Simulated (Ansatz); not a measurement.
## The (0001) surface of wurtzite ZnO, Zn-terminated, I on every top atom (bottom of the slab: 2 H on 4 bottom sites)

Method: PBE (plane waves to 420 eV, PAW; Ansatz, a first-principles code).

Model: 46-atom slab, 14.9 Å thick at the start with caps and adatoms, 4x4x1 mesh, Fermi-Dirac 0.025 eV, dipole correction, 8 atoms held, the rest relaxed; start symmetry kept, larger cells not searched; no spin (no spin-polarised run to compare, though such a face may carry moments), no spin-orbit, no U. The slab shows no gap on its mesh. It is one candidate, not shown to be the stable structure of the face.

```
Property                                         Value
-----------------------------  -----------------------
work function of the top face                  4.14 eV
energy released by relaxation                  0.66 eV
cost                           roughly 14 core-minutes
```
